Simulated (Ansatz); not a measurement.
# ZnSe: response to strain

Take ZnSe in the zinc blende structure (space group F-43m, No. 216; a = 5.6333 Å) as the base. Axes: x, y, z lie along the cube axes.

Strains are applied to the cell and any free atomic positions relax; under biaxial strain the out-of-plane vector relaxes too.

Level of theory: PBEsol (Ansatz, a quantum-chemistry and plane-wave program, PAW, no spin-orbit coupling).

Notes on the quantities. energy relative to the base: free energy F.

| case | energy relative to the base | ratio −ε⊥/ε∥ |
|---|---|---|
| base | 0 meV/atom | – |
| biaxial strain −3.00 %, plane normal [001], relaxed out of plane | +11 meV/atom | 1.17 |
| biaxial strain −2.50 %, plane normal [001], relaxed out of plane | +7.3 meV/atom | 1.17 |
| biaxial strain −2.00 %, plane normal [001], relaxed out of plane | +4.6 meV/atom | 1.17 |
| biaxial strain −1.50 %, plane normal [001], relaxed out of plane | +2.6 meV/atom | 1.18 |
| biaxial strain −1.00 %, plane normal [001], relaxed out of plane | +1.1 meV/atom | ? |
| biaxial strain +0.50 %, plane normal [001], relaxed out of plane | +0.3 meV/atom | – |
| biaxial strain +1.00 %, plane normal [001], relaxed out of plane | +1.1 meV/atom | 1.20 |
| biaxial strain +1.50 %, plane normal [001], relaxed out of plane | +2.4 meV/atom | 1.21 |
| biaxial strain +2.00 %, plane normal [001], relaxed out of plane | +4.2 meV/atom | 1.21 |

Question: Complete the table.

Answer: 
- biaxial strain −1.00 %, plane normal [001], relaxed out of plane, ratio −ε⊥/ε∥: 1.19

Stability against distortions was not tested.
